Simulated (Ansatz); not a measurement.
Response to strain in AlBiO3

Consider AlBiO₃ in the cubic perovskite structure (space group Pm-3m, No. 221; a = 3.7535 Å; a cell from a computed database, its experimental status unchecked). Axes: x, y, z lie along the cube axes.

Strains are applied to the cell and any free atomic positions relax.

Levels (all Ansatz, a first-principles code, PAW): PBEsol (420 eV, no SOC); HSE06 (420 eV, scalar-relativistic without spin-orbit coupling).

Band gaps by level, all at the geometries relaxed with PBEsol:

| case | PBEsol | HSE06 |
|---|---|---|
| base | 1.54 eV | 2.82 eV |
| isotropic strain −3.17 % | 1.91 eV | ? |
| uniaxial strain ε_yy = +4.77 % | 0.98 eV | ? |
| uniaxial strain ε_zz = +4.00 % | 1.06 eV | ? |
| strain tensor (xx, yy, zz, yz, xz, xy) = (+2.19, +0.50, −0.93, −0.87, +0.72, −0.87) % | 1.18 eV | ? |

**Question.** Complete the table.

**Answer.** 
- isotropic strain −3.17 %, HSE06: 3.02 eV
- uniaxial strain ε_yy = +4.77 %, HSE06: 2.22 eV
- uniaxial strain ε_zz = +4.00 %, HSE06: 2.31 eV
- strain tensor (xx, yy, zz, yz, xz, xy) = (+2.19, +0.50, −0.93, −0.87, +0.72, −0.87) %, HSE06: 2.44 eV

Single points use the geometry relaxed with PBEsol. HSE06 was sampled on its mesh, a few special points and the semilocal edge points, so its gap is an upper bound. Spin-orbit coupling, missing from the scalar runs, can matter with Bi. No phonon test of stability was made. Many cubic perovskites are stable only at high temperature; tilts and polar distortions were not tested.
